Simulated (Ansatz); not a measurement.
The starting structures come from a database of crystals and need not be the phases stable at ambient conditions.

 Where the default PAW files enter, the runs use the earlier of Ansatz's two default sets.

The decay constant κ of evanescent states in the gap governs leakage through a thin film.

```
WTe2
1.0
    3.50032     0.00000     0.00000
    0.00000    13.74538     0.00000
    1.75016     0.00000     3.03137
Te W
4 2
Direct
  0.33333   0.11720   0.33333
  0.66667   0.88280   0.66667
  0.66667   0.61720   0.66667
  0.33333   0.38280   0.33333
  0.33333   0.75000   0.33333
  0.66667   0.25000   0.66667
```

Space group of this cell: P6_3/mmc. The cell was relaxed by PBE-D3(BJ); by PBEsol its mean pressure is -0.7 GPa.

Transport runs along the normal of the first two printed cell vectors, the (100) plane of the conventional cell.

The gap is the functional's own, uncorrected, and κ follows it; spin-orbit coupling is left out. Mid-gap values are interpolated between the computed energies.

**Question.** Estimate the band gap and the smallest decay constant κ at mid-gap that PBEsol in Ansatz (an electronic-structure program) returns for this system.

**Answer.** Gap 0.70 eV on a 10×4×10 mesh; κ = 0.165 1/Å, at (0.250, 0.000) of the in-plane reciprocal vectors. At the zone centre, at the nearest computed energy, the slowest state has κ = 0.19 1/Å.
